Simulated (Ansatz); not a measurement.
**CdSiP₂ (model structure, started from the chalcopyrite type, I-42d, No. 122, 8 atoms in the cell)**

Calculation: PBEsol (PAW; Ansatz, a quantum-chemistry and plane-wave program).

Numerical settings: plane-wave cutoff 500 eV, 10×10×10 k mesh, Fermi–Dirac smearing 0.05 eV, scalar-relativistic PAW data made under PBE.

Cell (relaxed at this level):

CdP₂Si is taken in the tetragonal space group I-42d (No. 122), the chalcopyrite structure, Pearson symbol tI16. Cell: a = 5.6443 Å, b = 5.6443 Å, c = 10.5003 Å, α = 90.00°, β = 90.00°, γ = 90.00°. Cd on 4a sees 4 P at 2.538 Å (tetrahedral). Si on 4b sees 4 P at 2.255 Å (tetrahedral). P on 8d is surrounded by 2 Si at 2.255 Å and 2 Cd at 2.538 Å (tetrahedral). (Neighbours: up to the widest gap in distance over summed covalent radii, below 1.35, at either atom; cation-cation and far metal-metal contacts left out.)
(The calculation used a cell of 8 atoms; values per cell refer to that cell.)

For CdSiP₂ (model structure, started from the chalcopyrite type, I-42d, No. 122, 8 atoms in the cell), the band gap comes out as 1.24 eV (on the SCF k mesh).

Note: the relaxation could raise the start's symmetry but not lower it, so the cell can be a saddle point.

Spin–orbit coupling is not included.

Computed values are for the static lattice.

Computing time: around 6 core-minutes (rough).

A model structure was made by putting elements into a prototype or built by hand; it is no filed structure, need not be a known phase, and can be a saddle point held by its symmetry.
